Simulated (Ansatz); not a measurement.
```xyz
40
Lattice="28.0000 0.0000 0.0000 0.0000 28.0000 0.0000 0.0000 0.0000 3.3015" Properties=species:S:1:pos:R:3 pbc="T T T"
P     22.7168    14.6089     0.0000
P     22.4783    16.1146     1.6507
P     20.2136    16.3536     1.6507
P     19.5563    17.6434     0.0000
P     20.6942    19.6162     0.0000
P     19.6162    20.6942     1.6507
P     17.6434    19.5563     1.6507
P     16.3536    20.2136     0.0000
P     16.1146    22.4783     0.0000
P     14.6089    22.7168     1.6507
P     13.6817    20.6368     1.6507
P     12.2518    20.4103     0.0000
P     10.7273    22.1021     0.0000
P      9.3689    21.4099     1.6507
P      9.8415    19.1822     1.6507
P      8.8178    18.1585     0.0000
P      6.5901    18.6311     0.0000
P      5.8979    17.2727     1.6507
P      7.5897    15.7482     1.6507
P      7.3632    14.3183     0.0000
P      5.2832    13.3911     0.0000
P      5.5217    11.8854     1.6507
P      7.7864    11.6464     1.6507
P      8.4437    10.3566     0.0000
P      7.3058     8.3838     0.0000
P      8.3838     7.3058     1.6507
P     10.3566     8.4437     1.6507
P     11.6464     7.7864     0.0000
P     11.8854     5.5217     0.0000
P     13.3911     5.2832     1.6507
P     14.3183     7.3632     1.6507
P     15.7482     7.5897     0.0000
P     17.2727     5.8979     0.0000
P     18.6311     6.5901     1.6507
P     18.1585     8.8178     1.6507
P     19.1822     9.8415     0.0000
P     21.4099     9.3689     0.0000
P     22.1021    10.7273     1.6507
P     20.4103    12.2518     1.6507
P     20.6368    13.6817     0.0000
```

The numbers are results of PBE (plane waves to 420 eV, PAW; Ansatz, an electronic-structure program), not measurements. Mesh 1×1×10. No spin polarisation. Periodic along z alone, with about 11 Å of vacuum beside it. A hypothetical model, rolled from the flat sheet. Symmetry and one short period hold its shape; lower forms weren't sought.

Question: Tabulate the two highest filled and two lowest empty levels along the axis, from the valence top.

Answer: 
```csv
k (2π/c),v2 (eV),v1 (eV),c1 (eV),c2 (eV)
0.000,-0.50,0.00,0.46,0.92
0.042,-0.49,0.00,0.48,0.94
0.083,-0.48,-0.01,0.54,0.98
0.125,-0.49,-0.06,0.63,1.01
0.167,-0.52,-0.15,0.76,1.05
0.208,-0.59,-0.29,0.91,1.06
0.250,-0.72,-0.48,0.91,1.00
0.292,-0.89,-0.73,0.80,0.97
0.333,-1.10,-1.01,0.81,0.98
0.375,-1.34,-1.32,0.77,0.77
0.417,-1.45,-1.45,0.65,0.65
0.458,-1.51,-1.51,0.59,0.59
0.500,-1.55,-1.55,0.60,0.60
```
